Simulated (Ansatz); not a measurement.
Data:

```
NaF
1.0
    0.00000     2.31443     2.31443
    2.31443     0.00000     2.31443
    2.31443     2.31443     0.00000
Na F
1 1
Direct
  0.00000   0.00000   0.00000
  0.50000   0.50000   0.50000
```

All values below come from r2SCAN, rigid bands (plane waves, PAW, scalar-relativistic; Ansatz, a quantum-chemistry and plane-wave program). Condition of this run: functional r2SCAN on the same cell. How the cell was made: cell and atoms relaxed with PBEsol.

Q: What conductivity effective mass do dilute electrons have at 300 K?

A: 0.58 mₑ.

Q: What conductivity effective mass do dilute holes have at 300 K?

A: 6.8 mₑ.

Q: And the band gap?

A: 7.15 eV at this level; semilocal functionals usually fall short of the measured gap.

Rigid bands, one relaxation time for all states, no polarons. Spin-orbit coupling is left out. Geometry: cell and atoms relaxed with PBEsol.
